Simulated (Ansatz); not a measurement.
The reference is GaN in the zinc blende structure (space group F-43m, No. 216; a = 4.4981 Å). Axes: x, y, z lie along the cube axes.

The values are results of PBEsol, PAW, 420 eV (Ansatz, an electronic-structure program; scalar-relativistic without spin-orbit coupling), not measurements.

Base values:

```
Property         Result
------------  ---------
Valley order  Γ 1.70 eV
```

Perturbation: biaxial strain +2.00 %, plane normal [001], relaxed out of plane (Cartesian); in-plane vectors clamped, the third vector and the atoms free.

Estimate the effect on the ratio −ε⊥/ε∥, valley order and in-plane stress.

The ratio −ε⊥/ε∥ comes out as 1.12; the valley order (the lowest conduction-band minima on the path, energy above the VBM, named in the base's zone) becomes Γ 1.47 eV; X along [001] 2.94 eV (base: Γ 1.70 eV); the mean in-plane stress (compression positive) is -4.8 GPa.

The levels and masses belong to the bands next to the band gap. Stability against distortions was not tested. This is not the structure that GaN has at room temperature and ambient pressure.
